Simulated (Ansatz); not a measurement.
# ScMo3 (model structure, started from the D019 type, P6₃/mmc, No. 194, 8 atoms in the cell)

These are r²SCAN in Ansatz (plane waves, PAW) values and carry that method's errors.

Run with plane-wave cutoff 560 eV, 12×12×12 k mesh, Fermi–Dirac smearing 0.05 eV, no spin polarisation, scalar-relativistic PAW data made under PBE.

Cell (relaxed at this level):

```
CELL_PARAMETERS angstrom
      6.18589     0.00000     0.00000
     -3.09295     5.35714     0.00000
      0.00000     0.00000     4.34900
ATOMIC_POSITIONS crystal
  Mo 0.85490 0.70979 0.25000
  Mo 0.14510 0.85490 0.75000
  Mo 0.29021 0.14510 0.25000
  Mo 0.14510 0.29021 0.75000
  Mo 0.85490 0.14510 0.25000
  Mo 0.70979 0.85490 0.75000
  Sc 0.33333 0.66667 0.25000
  Sc 0.66667 0.33333 0.75000
```

| Quantity | Value |
|---|---|
| bulk modulus | 116 GPa |

Note: the run has no spin polarisation, so it can have missed a magnetic state; the bulk modulus is −V dP/dV from two relaxed cells at ±2 % in volume; the relaxation could raise the start's symmetry but not lower it, so the cell can be a saddle point.

Static lattice: no zero-point or thermal effects.

Cost on a shared machine: roughly 13 core-minutes.

A model structure was made by putting elements into a prototype or built by hand; it is no filed structure, need not be a known phase, and can be a saddle point held by its symmetry.

Ansatz is a first-principles code.
